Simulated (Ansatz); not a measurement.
Start from SiC (space group P6_3mc, No. 186; a = 3.078 Å, c = 10.076 Å).

Calculations: PBEsol (Ansatz, an electronic-structure program, PAW, spin-orbit coupling left out).

Base values:

| Property | Result |
|---|---|
| Lattice parameter a | 3.078 Å |

Modification: cell and atoms relaxed at a pressure of 15 GPa.

Task: Estimate the effect on the mean gap deformation potential ΔEg/Δln V and lattice parameter a.

Result: The mean gap deformation potential ΔEg/Δln V comes out as -0.2 eV; the lattice parameter a falls by 0.061 Å to 3.017 Å.

Load acts through the strain it causes; cell and atoms are relaxed under it. No phonon test of stability was made. No other phases were tried under pressure.
